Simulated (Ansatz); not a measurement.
Consider the following.

```xyz
4
Lattice="4.6192 0.0000 0.0000 0.0000 3.3046 0.0000 0.0000 0.0000 18.1308" Properties=species:S:1:pos:R:3 pbc="T T T"
P      2.7192     0.0000    10.1191
P      4.2096     1.6523    10.1191
P      1.9000     0.0000     8.0118
P      0.4096     1.6523     8.0118
```

All values below come from HSE06, rigid bands (plane waves, PAW, scalar-relativistic; Ansatz, a program for electronic structure). Cell: cell and atoms relaxed with PBE.

Q: What conductivity effective mass do dilute electrons have at 300 K?

A: 0.183 (x), 1.14 (y) mₑ.

Q: Predict the hole conductivity mass (n e² τ/σ) at 300 K, by direction if it differs.

A: 0.170 (x), 3.1 (y) mₑ.

Q: And the band gap?

A: 1.58 eV at this level.

Rigid bands, one relaxation time for all states, no polarons. Spin-orbit coupling is left out; where it splits the top of the valence band it changes the hole mass and lowers the gap by about a third of the splitting. Geometry: cell and atoms relaxed with PBE.
